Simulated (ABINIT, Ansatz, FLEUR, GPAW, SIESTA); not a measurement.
## KTaO3 (Pm-3m, 5 atoms in the cell) computed with different codes at matched settings

Self-consistent single point.

```
KTaO3
1.0
    4.04202     0.00000     0.00000
    0.00000     4.04202     0.00000
    0.00000     0.00000     4.04202
K Ta O
1 1 3
Cartesian
  2.02101   2.02101   2.02101
  0.00000   0.00000   0.00000
  0.00000   2.02101   0.00000
  2.02101   0.00000   0.00000
  0.00000   0.00000   2.02101
```

Shared settings, as Ansatz (a first-principles code) writes them: kpoints.mp_grid.grid = 4 4 4; scf.occupations.method = fixed. Potentials and cutoffs stand in the table.

| code | model | pressure (GPa) | gap on the mesh (eV) | cutoff |
|---|---|---|---|---|
| FLEUR | PBE, all-electron FLAPW (FLEUR), scalar-relativistic valence | – | 2.134 | Kmax 4.8 1/bohr |
| SIESTA | GGA PBE, numerical atomic orbitals DZP, PseudoDojo PBE standard norm-conserving potentials (rewritten from UPF to PSML) | -0.18 | 1.842 | grid 350 Ry |
| Ansatz | PBE, PAW files | -2.85 | 2.121 | default |
| ABINIT | PBE, PAW (JTH v2.0 PBE PAW) | -2.37 | 2.075 | 48 Ry |
| GPAW | PBE, GPAW PAW datasets PBE (gpaw-data 1.0.1) | – | 2.076 | 950 eV |

A dash marks a value that a program does not give, or that is left out as unsure.

Gaps are read on the mesh.

On Ansatz's run: spin-orbit coupling is off.

The spread over the programs that give each value: pressure within 2.67 GPa; gap on the mesh within 0.292 eV.

SIESTA uses small atom-centred bases, whose incompleteness enters pressures, forces and empty levels differently from a plane-wave cutoff. FLEUR treats all electrons, but the usual bases taken here (sphere radii, linearisation, local orbitals, empty states) were not tested for convergence, so the values are no reference for the others. Ansatz's pressure is given at a fixed set of plane waves, as the other plane-wave codes print theirs; with its correction for the finite basis it is -2.54 GPa (the shift of 0.31 GPa shows how far the cutoff is from converged). The pressure of GPAW is left out: its cutoff lies under the one at which its stress was checked. In the pressure, SIESTA (by 2.43) lies more than 1 GPa from the median of the plane-wave programs. In the gap, SIESTA (by 0.233) lies more than 0.12 eV from the median of the plane-wave programs.

On the base mesh (7 7 7) the same programs gave: Ansatz pressure -2.87 GPa; ABINIT pressure -2.40 GPa; SIESTA pressure -0.21 GPa.

The starting cell comes from a database of computed structures (which also holds hypothetical and non-ambient phases and stackings), without a prior relaxation at this level. Its lattice was rescaled by a random factor within 2.5 % of one.

Left out of this page: CP2K (on another mesh).

Keys are those of Ansatz 0.2.
